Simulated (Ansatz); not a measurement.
**Converging the plane-wave cutoff: NiPtF₆ (R3, 8 atoms in the cell)**

```yaml
crystal:
  lattice:
    - [2.46330, 1.42219, 4.56441]
    - [-2.46330, 1.42219, 4.56441]
    - [0.00000, -2.84437, 4.56441]
  atoms:
    - { symbol: Ni, position: [0.00365, 0.00365, 0.00365], spin: 2.0 }
    - { symbol: Pt, position: [0.50000, 0.50000, 0.50000] }
    - { symbol: F, position: [0.90388, 0.25259, 0.59311] }
    - { symbol: F, position: [0.09612, 0.74741, 0.40689] }
    - { symbol: F, position: [0.59311, 0.90388, 0.25259] }
    - { symbol: F, position: [0.40689, 0.09612, 0.74741] }
    - { symbol: F, position: [0.25259, 0.59311, 0.90388] }
    - { symbol: F, position: [0.74741, 0.40689, 0.09612] }
```
(The spins are starting values, not results.)

Computed with PBEsol, default PAW files made with PBE (plane waves; Ansatz, an electronic-structure program).

Base settings: basis.ecutwfc = 420 eV; kpoints.mp_grid.grid = 3 3 3; hamiltonian.xc = pbesol; hamiltonian.pseudopotentials = {kind: paw} (the program's default PAW files); magnetization.spin_polarized = true; scf.occupations.method = fermi_dirac; scf.occupations.width = 0.02 eV.

The second cell is the first with its lattice scaled by 0.98.

The mesh stays at the base's, so the ladder's end is converged at best in this setting alone.

The first pressure column holds Ansatz's estimate of the finite-basis (Pulay) stress, which hides part of the cutoff error; the other is without it.

Only quantities that move along the ladder and can be compared are tabulated.

The magnetic state is not the same in all runs (site moments differ, or a search went on to a lower state), so steps between rows are not convergence errors alone.

The count of work is k-points × plane waves × bands × iterations; it is no time. 

The starting cell comes from a database of computed structures (which also holds hypothetical and non-ambient phases and stackings), without a prior relaxation at this level. Its lattice was rescaled by up to half a per cent. One atom was moved a little off its site on purpose. With one magnetic atom in the cell only a parallel order is possible.

| basis.ecutwfc | free energy less the last step's (meV/atom) | energy of the compressed cell less the first (meV/atom) | pressure (GPa) | pressure without the Pulay estimate (GPa) | largest difference of a force vector from the last step's (eV/Å) | count of work / last |
|---|---|---|---|---|---|---|
| 145 eV | 50983.15 | -275.27 | -2.09 | -1746.78 | 3.685 | 0.067 |
| 170 eV | 25612.74 | 591.33 | 58.72 | -1044.08 | 4.005 | 0.075 |
| 190 eV | 14569.52 | 76.03 | 28.98 | -681.00 | 2.152 | 0.082 |
| 210 eV | 8178.25 | 1.85 | -5.23 | -438.13 | 0.709 | 0.10 |
| 230 eV | 4675.62 | 12.84 | -10.24 | -283.29 | 0.352 | 0.11 |
| 250 eV | 2645.53 | -81.97 | -10.01 | -180.76 | 0.295 | 0.12 |
| 295 eV | 673.25 | -8.45 | -4.02 | -60.81 | 0.200 | 0.15 |
| 335 eV | 175.63 | 3.78 | -2.81 | -21.54 | 0.054 | 0.19 |
| 380 eV | 31.14 | 8.45 | -2.78 | -6.87 | 0.003 | 0.21 |
| 420 eV | 7.25 | 7.10 | -2.76 | -3.63 | 0.002 | 0.27 |
| 460 eV | 3.12 | 7.09 | -2.76 | -2.89 | 0.002 | 0.31 |
| 505 eV | 2.45 | 7.08 | -2.77 | -2.81 | 0.001 | 0.35 |
| 565 eV | 1.90 | 7.02 | -2.78 | -2.82 | 0.000 | 0.39 |
| 630 eV | 1.49 | 6.98 | -2.78 | -2.80 | 0.000 | 0.45 |
| 735 eV | 1.15 | 6.98 | -2.78 | -2.81 | 0.000 | 0.57 |
| 840 eV | 0.52 | 6.98 | -2.78 | -2.83 | 0.000 | 0.70 |
| 1010 eV | 0.00 | 6.96 | -2.79 | -2.79 | 0.000 | 1.0 |

State of the free energy at the end of the ladder: still drifting one way, by 1.1 meV/atom over the last two steps, so the last step is no safe reference.

Coarsest basis.ecutwfc that holds the pressure within 0.1 GPa of the last step, with all finer ones: 335 eV, at 0.19 of the last step's count of work; the step before is off by 1.2 GPa.

Coarsest basis.ecutwfc that holds the forces within 0.005 eV/Å of the last step, with all finer ones: 380 eV, at 0.21 of the last step's count of work; the step before is off by 0.054 eV/Å.

The energy difference between the two cells stays within 1 meV/atom of the last step's from 420 eV on, the total only from 840 eV on: much of the error is common to both cells and cancels.

At the lowest cutoff the pressure without the Pulay estimate lies 1740 GPa under the last step's, the usual sign of Pulay stress in an incomplete plane-wave basis.

Keys are those of Ansatz 0.2.
